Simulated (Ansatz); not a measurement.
System: B20 (FeSi-type) FeGe. Method: LDA (Ansatz, a first-principles code, PAW).

Run with plane-wave cutoff 520 eV, 14×14×14 k mesh, Fermi–Dirac smearing 0.013 eV (set by the program), spin-polarised with parallel moments, scalar-relativistic PAW data made under PBE.

Computed at the level's own relaxed cell.

Hill averages of the elastic tensor: K = 194.7 GPa, G = 100.3 GPa. Volume 11.764 Å³/atom, mean atomic mass 64.243 u.

### Question
Work out the density, the sound velocities of a polycrystal and the elastic Debye temperature, and Pugh's ratio at this level.

### Answer
ρ = 1.66054 × 64.243/11.764 = 9.068 g/cm³. v_l = √[(K + 4G/3)/ρ] = 6.018 km/s and v_t = √(G/ρ) = 3.326 km/s. The mean follows from 3/v_m³ = 1/v_l³ + 2/v_t³: v_m = 3.706 km/s. Θ_D = (ħ/k_B) v_m (6π²/V)^(1/3) = 76.38 K Å s/km × 3.706 × 1.7138 Å⁻¹ = 485 K, counting all atoms of the cell. K/G = 1.94, to be set beside Pugh's rough bound of 1.75 between brittle and ductile metals.

Note: the collinear magnetic order is the start's and need not be the measured one.
